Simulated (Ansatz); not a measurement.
Take BaTiO3 in the cubic perovskite structure (space group Pm-3m, No. 221) as the base.

```
BaTiO3
1.0
    4.01924     0.00000     0.00000
    0.00000     4.01924     0.00000
    0.00000     0.00000     4.01924
Ba Ti O
1 1 3
Direct
  0.00000   0.00000   0.00000
  0.50000   0.50000   0.50000
  0.00000   0.50000   0.50000
  0.50000   0.50000   0.00000
  0.50000   0.00000   0.50000
```

Level of theory: PBE in Ansatz (plane waves to 420 eV, PAW, without spin-orbit coupling).

For the base:

Band gap: 1.78 eV

The change: full substitution Ti → Hf, then cell and atoms are relaxed.

### Question
What happens to the electron mass and band gap?

### Answer
The electron mass (degenerate bands, along [100]) amounts to 0.35, 0.35, 2.3 mₑ (at Γ); the band gap increases by 1.84 eV (1.78 eV → 3.62 eV).

With Hf present, leaving out spin-orbit coupling can change the band edges. Masses are band curvatures over ±0.01 Å⁻¹ around the edge. Whether these cells are dynamically stable was not tested. All final runs are without spin polarisation. Many cubic perovskites are stable only at high temperature; tilts and polar distortions were not tested. This is not the structure that BaTiO3 has at room temperature and ambient pressure.

Ansatz is a quantum-chemistry and plane-wave program.
